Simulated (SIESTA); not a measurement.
# Convergence study of the cutoff of the real-space grid for HgTe (C2, 6 atoms in the cell)

```xyz
6
Lattice="4.6787 0.0000 0.0000 -2.3394 4.0519 0.0000 0.0000 0.0000 10.4753" Properties=species:S:1:pos:R:3 pbc="T T T"
Hg     0.7396     1.2810     0.0000
Hg     3.2496     0.0000     3.4918
Hg    -1.5998     2.7709     6.9835
Te     1.1359     1.9675     5.2377
Te     2.4069     0.0000     8.7294
Te    -1.2034     2.0844     1.7459
```

Method: LDA PW92, numerical atomic orbitals DZP, PseudoDojo LDA standard norm-conserving potentials (rewritten from UPF to PSML) (SIESTA).

Base settings: XC.functional = LDA; XC.authors = PW92; potentials = PseudoDojo LDA standard; PAO.BasisSize = DZP; PAO.EnergyShift = 0.01 Ry; MeshCutoff = 300 Ry; kgrid.MonkhorstPack = 2 2 1; OccupationFunction = FD; ElectronicTemperature = 20 meV; MaxSCFIterations = 150.

The mesh stays at the base's, so the ladder's end is converged at best in this setting alone.

Only quantities that move along the ladder and can be compared are tabulated; the gap is left out on so coarse a mesh.

The starting cell comes from a database of computed structures (which also holds hypothetical and non-ambient phases and stackings), without a prior relaxation at this level. Its lattice was rescaled by up to half a per cent. One atom was moved a little off its site on purpose. Values carry the incompleteness of an atom-centred basis. In the base run, with a pressure of about -5 GPa the cell is away from its equilibrium volume at this level.

```tsv
MeshCutoff	largest difference of a force vector from the last step's (eV/Å)
120 Ry (131 Ry used)	0.017
150 Ry (152 Ry used)	0.014
165 Ry (172 Ry used)	0.018
180 Ry (204 Ry used)	0.010
210 Ry (218 Ry used)	0.018
240 Ry (252 Ry used)	0.030
270 Ry (294 Ry used)	0.007
360 Ry (363 Ry used)	0.008
405 Ry (413 Ry used)	0.012
450 Ry (491 Ry used)	0.011
525 Ry (567 Ry used)	0.003
600 Ry (606 Ry used)	0.004
720 Ry (816 Ry used)	0.000
```

Coarsest MeshCutoff that holds the forces within 0.02 eV/Å of the last step, with all finer ones: 270 Ry (294 Ry used); the step before is off by 0.030 eV/Å.

Left out of this page: 3 runs of the series outside the window shown, repeating another row's setting, or not comparable.
